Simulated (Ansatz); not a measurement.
Cost and result by functional for the adsorption energy of H on the 1x1 (110) surface of 3C silicon carbide (cut with top plane C + Si), one in a 2x2 cell, started at the site 'over Si at depth 1.5 Å', in Ansatz (plane waves, PAW). Single points on the PBE structure, on one kind of machine; costs are rough ratios of the slab run's core time (references not counted) to the cheapest single point. r2SCAN's cost holds its higher cutoff (500 against 420 eV). Differences are taken against r2SCAN for comparison alone: no measured value is at hand, so the table doesn't rank accuracy.

Host crystal: 3C silicon carbide, with a band gap (PBE, scalar-relativistic without spin-orbit coupling).

Model: 49-atom slab, 7.7 Å thick at the start under the adsorbate (thin: gaps and levels are the slab's own), 3x3x1 mesh, Fermi-Dirac 0.01 eV, dipole correction, 24 atoms held, the rest relaxed; symmetry of the start imposed; spin-polarised, ending with about 0.1 μB a cell, a value that depends on the mesh; orders that need a larger cell were not tried, no spin-orbit, no U, no dispersion correction. The slab shows no gap over 0.04 eV on its mesh. At the end it is bonded to C. In PBE it is, or lies within 0.03 eV of, the lowest of the starts that converged. These notes are the PBE run's. RPBE: The program's check for a lower electronic state was not made. r2SCAN: The program's check for a lower electronic state was not made. Adsorption energies are against ½ H2(g). A negative adsorption energy means that the adsorbate is more stable on the surface than in its reference.

```
functional                     relative cost  adsorption energy (eV)  less r2SCAN (eV)
-----------------------------  -------------  ----------------------  ----------------
RPBE                                       1                   -1.17              0.00
r2SCAN                                     2                   -1.17              0.00
PBE (the relaxed run's value)              –                   -1.28             -0.11
```

The values span 0.11 eV, while the single points' costs differ by a factor of roughly 2. Differences are of unrounded values.

Ansatz is a first-principles code.
